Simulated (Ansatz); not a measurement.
We consider fluorite PbF2 (high-temperature phase), described by r²SCAN+SOC in Ansatz (PAW).

Run with plane-wave cutoff 560 eV, 10×10×10 k mesh, Fermi–Dirac smearing 0.01 eV, PAW data made under PBE.

Energies at three volumes about the minimum:

| V (Å³/atom) | E − E_lowest (meV/atom) |
|---|---|
| 16.924 | 1.73 |
| 17.269 | 0.00 |
| 17.614 | 1.61 |

Question: Fit a parabola by hand: where is the minimum, what lattice constant follows, and what is the bulk modulus?

Answer: Slopes: (0.00 − 1.73)/(17.269 − 16.924) = -5.014 and (1.61 − 0.00)/(17.614 − 17.269) = 4.667 meV/Å³. Curvature E″ = 2 × (4.667 − (-5.014))/(17.614 − 16.924) = 28.061 meV/Å⁶. From the middle of the first interval, the slope vanishes at V0 = 17.0965 − (-5.014)/28.061 = 17.275 Å³/atom. B = V0 E″ = 17.275 × 28.061 meV/Å³ × 0.1602 GPa per meV/Å³ = 77.7 GPa. With 12 atoms in the cube, a = (12 × 17.275)^(1/3) = 5.918 Å. The full Birch–Murnaghan fit to all volumes gives V0 = 17.268 Å³/atom and B0 = 77.4 GPa.

Measured, for comparison: bulk modulus 64 GPa, lattice constant a 5.94 Å (temperature not stated, no zero-point or thermal correction; as tabulated in Cadelano and Cappellini (2011), arXiv:1107.5962). Computed less measured: bulk modulus +21 %.

Ansatz is a program for electronic structure.
